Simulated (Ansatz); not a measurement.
Consider BAs in the rock salt structure (space group Fm-3m, No. 225; a hypothetical phase, not in the database extracts checked; relaxed with 0.1 eV smearing).

```
BAs
1.0
    0.00000     2.28433     2.28433
    2.28433     0.00000     2.28433
    2.28433     2.28433     0.00000
As B
1 1
Direct
  0.00000   0.00000   0.00000
  0.50000   0.50000   0.50000
```

Cartesian axes are those of the cell as printed.

The values are results of plane-wave PAW DFT at the PBEsol level (Ansatz, an electronic-structure program, 420 eV), spin-orbit coupling left out, not measurements.

The change: the cell is compressed by 1.95 % along y with no lateral relaxation; the atoms relax in the strained cell.

Q: Predict the stress tensor and what it implies for the stiffness.

A: Stress of the strained cell less that of the base (GPa, compression positive):
```
    1.9     0.0     0.0
    0.0     5.1     0.0
    0.0     0.0     1.9
```

Then −Δσ_ii/ε with ε = -0.0195 gives secant stiffness values (nonlinear terms included at this strain): C22 ≈ 264 GPa, C12 ≈ 98 GPa and C23 ≈ 98 GPa.

Stability against distortions was not tested. All final runs are without spin polarisation.
